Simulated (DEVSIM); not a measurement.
System: Ru/HfO2/p-Ge capacitor, at 300 K.

Layer 1 from the left is HfO2, thickness (nm) 11.0. Layer 2 from the left is Ge, thickness (nm) 3800, Na (cm⁻³) 2.5e16.

Metal gate on the left, work function 4.7 eV. Fixed charge at the semiconductor interface -7.8e10 cm⁻² (in units of +e); no interface traps.

Constants are typed, rounded textbook-type inputs, not results; the design itself was drawn at random and stands for no fabricated device. Values at 300 K.

HfO2: gap (eV) 5.7, affinity (eV) 2.5, permittivity 22. Ge: gap (eV) 0.664, affinity (eV) 4, permittivity 16, Nc (cm⁻³) 1.04e19, Nv (cm⁻³) 6e18.

Estimate by hand the flat-band voltage, the threshold voltage, and compare with a numerical solution.


- Flat-band voltage: C = 1.77 μF/cm², work-function difference 0.178 V; VFB = φms − qNf/C = 0.18 V; numerical 0.18 V.
- Threshold voltage: φF = 0.183 V, depletion charge √(4εqNφF) = 6.45e-8 C/cm²; VT = VFB + 2φF + Qd/C = 0.59 V; numerical 0.59 V.

Simulated with DEVSIM: 1D Poisson equation in equilibrium, Boltzmann statistics, complete ionisation; no quantum confinement or tunnelling. Metal contacts follow the ideal Schottky-Mott rule: no Fermi-level pinning, no interface dipoles.
